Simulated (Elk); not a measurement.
**Worked example: self-consistent single point of WSi2 (I4/mmm, 3 atoms in the cell) in Elk**

Computed with PBE, all-electron FP-LAPW, Elk's shipped species files, default APW+lo basis in Elk 10.2.4.

Input:

```
tasks
  0

xctype
  20

swidth
  0.00499791

maxscl
  100

avec
   -3.0439292676    3.0439292676    7.4249115779
    3.0439292676   -3.0439292676    7.4249115779
    3.0439292676    3.0439292676   -7.4249115779

atoms
  2
  'Si.in'
  2
  0.6650000000  0.6650000000  0.0000000000    0.0 0.0 0.0
  0.3350000000  0.3350000000  0.0000000000    0.0 0.0 0.0
  'W.in'
  1
  0.0000000000  0.0000000000  0.0000000000    0.0 0.0 0.0

ngridk
  10 10 10
```

Log, with long lists cut:

```
│ Elk code version 10.2.4 │

All units are atomic (Hartree, Bohr, etc.)

│ Ground-state run starting from atomic densities │

Lattice vectors :
  -3.043929268       3.043929268       7.424911578
   3.043929268      -3.043929268       7.424911578
   3.043929268       3.043929268      -7.424911578

Unit cell volume      :    275.1822329
Brillouin zone volume :   0.9014034477

Muffin-tin inner radius fraction :   0.1000000000E-01

Nuclei treated as point charges

Species :    1 (Si)
 parameters loaded from : Si.in
 name : silicon
 nuclear charge    :   -14.00000000
 electronic charge :    14.00000000
 atomic mass :    51196.73454
 muffin-tin radius :    2.157425882
 number of radial points in muffin-tin :    397
 atomic positions (lattice), magnetic fields (Cartesian) :
   1 :  -0.33500000 -0.33500000  0.00000000    0.00000000  0.00000000  0.00000000
   2 :   0.33500000  0.33500000  0.00000000    0.00000000  0.00000000  0.00000000

Species :    2 (W)
 parameters loaded from : W.in
 name : tungsten
 nuclear charge    :   -74.00000000
 electronic charge :    74.00000000
 atomic mass :    335119.8190
 muffin-tin radius :    2.745814759
 number of radial points in muffin-tin :    697
 atomic positions (lattice), magnetic fields (Cartesian) :
   1 :   0.00000000  0.00000000  0.00000000    0.00000000  0.00000000  0.00000000

Total number of atoms per unit cell :    3

Spin treatment :
 spin-unpolarised

Number of Bravais lattice symmetries :   16
Number of crystal symmetries         :   16
Crystal has inversion symmetry
Real symmetric eigensolver will be used

k-point grid :     10    10    10
k-point offset :    0.000000000       0.000000000       0.000000000
k-point set is reduced with full crystal symmetry group
Total number of k-points :      102

Muffin-tin radius times maximum |G+k| :    7.000000000
 using average radius
Maximum |G+k| for APW functions       :    2.974223458
Maximum (1/2)|G+k|²                   :    4.423002589
Maximum |G| for potential and density :    12.00000000
 potential will be trimmed for |G| > 2 gkmax
Constant for pseudocharge density :    8
Radial integration step length :    4

G-vector grid sizes :     35    35    35
Number of G-vectors :     8073

Maximum angular momentum used for
 APW functions                      :    8
 outer part of muffin-tin           :    6
 inner part of muffin-tin           :    1

Total nuclear charge    :   -102.0000000
Total core charge       :    66.00000000
Total valence charge    :    36.00000000
Total excess charge     :    0.000000000
Total electronic charge :    102.0000000

Effective Wigner radius, rₛ :   0.8635958296

Number of empty states         :   12
Total number of valence states :   30
Total number of core states    :   66

Total number of local-orbitals :   40

Exchange-correlation functional :     20     0     0
 Perdew-Burke-Ernzerhof, Phys. Rev. Lett. 77, 3865 (1996)
 gradient requirement :    1
 generalised gradient approximation (GGA)

Smearing type :    3
 Fermi-Dirac
Smearing width :   0.4997910000E-02
Effective electronic temperature (K) :    1578.215154

Mixing type :    3
 Broyden mixing, J. Phys. A: Math. Gen. 17, L317 (1984)

Kohn-Sham potential initialised from atomic data

│ Self-consistent loop started │
│ Loop number : 1 │
 total energy                :     -16745.3983743
│ Loop number : 2 │
 total energy                :     -16745.7469847
RMS change in Kohn-Sham potential (target) :   0.5003010791     (  0.1000000000E-05)
Absolute change in total energy (target)   :   0.3486103938     (  0.1000000000E-03)
│ Loop number : 3 │
 total energy                :     -16744.9914755
RMS change in Kohn-Sham potential (target) :   0.4769209106     (  0.1000000000E-05)
Absolute change in total energy (target)   :   0.6683566098     (  0.1000000000E-03)
│ Loop number : 4 │
 total energy                :     -16746.8007585
RMS change in Kohn-Sham potential (target) :   0.1938831514     (  0.1000000000E-05)
Absolute change in total energy (target)   :    1.642193824     (  0.1000000000E-03)
│ Loop number : 5 │
 total energy                :     -16746.4026519
RMS change in Kohn-Sham potential (target) :   0.5912792715E-01 (  0.1000000000E-05)
Absolute change in total energy (target)   :   0.1244189210E-01 (  0.1000000000E-03)
│ Loop number : 6 │
 total energy                :     -16746.4750527
RMS change in Kohn-Sham potential (target) :   0.1433260582E-01 (  0.1000000000E-05)
Absolute change in total energy (target)   :   0.7551121691E-01 (  0.1000000000E-03)
│ Loop number : 7 │
 total energy                :     -16746.4636018
RMS change in Kohn-Sham potential (target) :   0.1012868094E-02 (  0.1000000000E-05)
Absolute change in total energy (target)   :   0.7426905278E-02 (  0.1000000000E-03)
│ Loop number : 8 │
 total energy                :     -16746.4480346
RMS change in Kohn-Sham potential (target) :   0.5448870120E-03 (  0.1000000000E-05)
Absolute change in total energy (target)   :   0.1371042276E-01 (  0.1000000000E-03)
│ Loop number : 9 │
 total energy                :     -16746.4418522
RMS change in Kohn-Sham potential (target) :   0.8126700517E-04 (  0.1000000000E-05)
Absolute change in total energy (target)   :   0.9610018449E-02 (  0.1000000000E-03)
│ Loop number : 10 │
 total energy                :     -16746.4360099
RMS change in Kohn-Sham potential (target) :   0.3490496328E-04 (  0.1000000000E-05)
Absolute change in total energy (target)   :   0.8244824618E-02 (  0.1000000000E-03)
│ Loop number : 11 │
 total energy                :     -16746.4401149
RMS change in Kohn-Sham potential (target) :   0.6106434732E-05 (  0.1000000000E-05)
Absolute change in total energy (target)   :   0.2043774872E-02 (  0.1000000000E-03)
│ Loop number : 12 │
 total energy                :     -16746.4397701
RMS change in Kohn-Sham potential (target) :   0.3586816968E-05 (  0.1000000000E-05)
Absolute change in total energy (target)   :   0.1662157629E-03 (  0.1000000000E-03)
│ Loop number : 13 │
 total energy                :     -16746.4398597
RMS change in Kohn-Sham potential (target) :   0.1602358092E-05 (  0.1000000000E-05)
Absolute change in total energy (target)   :   0.1311576707E-03 (  0.1000000000E-03)
│ Loop number : 14 │
 total energy                :     -16746.4399256
RMS change in Kohn-Sham potential (target) :   0.9482102738E-07 (  0.1000000000E-05)
Absolute change in total energy (target)   :   0.9860834689E-04 (  0.1000000000E-03)
Convergence targets achieved

│ Loop number : 15 │

Energies :
 Fermi                       :     0.456465087749
 sum of eigenvalues          :     -10204.4840773
 electron kinetic            :      18795.5635384
 core electron kinetic       :      18144.5879951
 Coulomb                     :     -35174.5043423
 Coulomb potential           :     -28520.1254344
 nuclear-nuclear             :     -1209.42957192
 electron-nuclear            :     -39410.0241064
 Hartree                     :      5444.94933601
 Madelung                    :     -20914.4416251
 xc potential                :     -479.922181340
 exchange                    :     -361.877038075
 correlation                 :     -5.62112751498
 electron entropic           :    -0.956594179764E-03
 total energy                :     -16746.4399261

Density of states at Fermi energy :    11.06638453
 (states/Hartree/unit cell)

Estimated indirect band gap :   0.8866491347E-03
 from k-point     92 to k-point     98
Estimated direct band gap   :   0.1234267364E-01
 at k-point     98

Charges :
 core                        :    66.00000000
 valence                     :    36.00000000
 interstitial                :    4.337779268
 muffin-tins (core leakage)
  species :    1 (Si)
   atom    1                 :    12.21656137     (  0.1669307939E-02)
   atom    2                 :    12.21656137     (  0.1669307939E-02)
  species :    2 (W)
   atom    1                 :    73.22909799     (  0.1309470719E-06)
 total in muffin-tins        :    97.66222073
 total calculated charge     :    101.9875227
 total charge                :    102.0000000
 error                       :   0.1247731618E-01

│ Self-consistent loop stopped │
```

The run converged in 15 iterations. The count includes the last loop, which Elk runs after its targets are met.

The starting cell has typed, rounded lattice constants, without a prior relaxation at this level. Its lattice was rescaled by a random factor within 2.5 % of one. Spin-orbit coupling is off. Spin polarisation is off. Values depend on the basis (sphere radii, cutoffs, local orbitals), which need not be converged. The log's line on a gap gives a spacing of levels on this mesh, which the program prints for metals too.
